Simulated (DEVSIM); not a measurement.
Device: Schottky contact on n-type CdTe, at 300 K.

```tsv
layer (left to right)	material	thickness (μm)	Nd (cm⁻³)	τn (s)	τp (s)
1	CdTe	0.830	1.7e16	1.3e-8	1.3e-8
```

Left contact: Schottky, work function 5 eV, emission velocity 5.7e6 cm/s. Right contact: ohmic. Voltage is applied to the left contact. Recombination: SRH at mid-gap. Mobility is μmin + (μ − μmin)/(1 + (N/Nref)^α).

Constants are typed, rounded textbook-type inputs, not results; the design itself was drawn at random and stands for no fabricated device. Values at 300 K. The table also holds parameters that only a changed run uses.

```csv
parameter,CdTe
gap (eV),1.5
affinity (eV),4.28
permittivity,10.2
Nc (cm⁻³),8e17
Nv (cm⁻³),1.8e19
μn (cm²/Vs),1000
μp (cm²/Vs),80
"μn,min",100
"μp,min",10
"Nref,n",1e17
"Nref,p",1e17
αn,0.6
αp,0.6
Cn (cm⁶/s),1e-30
Cp (cm⁶/s),1e-30
```

Model (solved in DEVSIM): 1D drift-diffusion, Boltzmann statistics, complete ionisation; no tunnelling, impact ionisation, image-force lowering or self-heating. Metal contacts follow the ideal Schottky-Mott rule: no Fermi-level pinning, no interface dipoles.

Base results: largest field in the device at zero bias (V/cm) 60000; dark forward voltage at 1 A/cm² (V) 0.376; dark forward voltage at 100 A/cm² (V) 0.502; potential step across the device at zero bias (V) 0.620.

What follows from this one change: doping Nd of layer 1 1.7e+16 → 5.1e+16 cm^-3?

largest field in the device at zero bias 60000 → 110000 V/cm; dark forward voltage at 1 A/cm² little changed (0.374 V); dark forward voltage at 100 A/cm² 0.502 → 0.497 V; potential step across the device at zero bias 0.620 → 0.649 V.

What follows from this one change: metal work function 5 → 5.15 eV?

largest field in the device at zero bias 60000 → 67000 V/cm; dark forward voltage at 1 A/cm² 0.376 → 0.526 V; dark forward voltage at 100 A/cm² 0.502 → 0.652 V; potential step across the device at zero bias 0.620 → 0.770 V.

What follows from this one change: metal work function 5 → 4.95 eV?

largest field in the device at zero bias little changed (57000 V/cm); dark forward voltage at 1 A/cm² 0.376 → 0.326 V; dark forward voltage at 100 A/cm² 0.502 → 0.452 V; potential step across the device at zero bias 0.620 → 0.570 V.
